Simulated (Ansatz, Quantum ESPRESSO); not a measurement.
**LuTl₃ (P1, 4 atoms in the cell) computed with different codes at matched settings**

Self-consistent single point, at a second geometry (atoms moved at random). First geometry:

```
LuTl3
1.0
    4.70204     0.00000     0.00000
    0.00000     4.70204     0.00000
    0.00000     0.00000     4.70204
Lu Tl
1 3
Cartesian
  0.00000   0.00000   0.00000
  0.00000   2.35102   2.35102
  2.35102   0.00000   2.35102
  2.35102   2.35102   0.00000
```

Second geometry:
```xyz
4
Lattice="4.7020 0.0000 0.0000 0.0000 4.7020 0.0000 0.0000 0.0000 4.7020" Properties=species:S:1:pos:R:3 pbc="T T T"
Lu     0.0589     0.0018    -0.0336
Tl     0.0415     2.3282     2.3625
Tl     2.3364    -0.0223     2.3670
Tl     2.2653     2.3943     0.0062
```

Shared settings, as Ansatz (a first-principles code) writes them: kpoints.mp_grid.grid = 5 5 5; scf.occupations.method = fermi_dirac; scf.occupations.width = 0.1 eV. Potentials and cutoffs stand in the table.

| code | model | ΔF from the first geometry (meV/atom) | pressure (GPa) | largest force (eV/Å) | cutoff |
|---|---|---|---|---|---|
| Quantum ESPRESSO | PBEsol, PseudoDojo standard norm-conserving (PBESOL) pseudopotentials | 11.6 | -1.53 | 0.461 | 100 Ry |
| Ansatz | PBEsol, PAW files made with PBE | 11.6 | -1.57 | 0.460 | 420 eV |

Size of the force on each atom (eV/Å): Sizes of forces hide their directions.

```
code                Lu1    Tl2    Tl3    Tl4
----------------  -----  -----  -----  -----
Quantum ESPRESSO  0.413  0.334  0.306  0.461
Ansatz            0.415  0.332  0.305  0.460
```

On Ansatz's run: spin-orbit coupling is off.

The spread over the programs that give each value: ΔF from the first geometry within 0.0 meV/atom; pressure within 0.04 GPa; largest force within 0.001 eV/Å.

Ansatz's pressure is given at a fixed set of plane waves, as the other plane-wave codes print theirs.

The starting cell comes from a database of computed structures (which also holds hypothetical and non-ambient phases and stackings), without a prior relaxation at this level. Its lattice was rescaled by a random factor within 2.5 % of one. For this run, on top of that: atoms moved at random.

Keys are those of Ansatz 0.2.
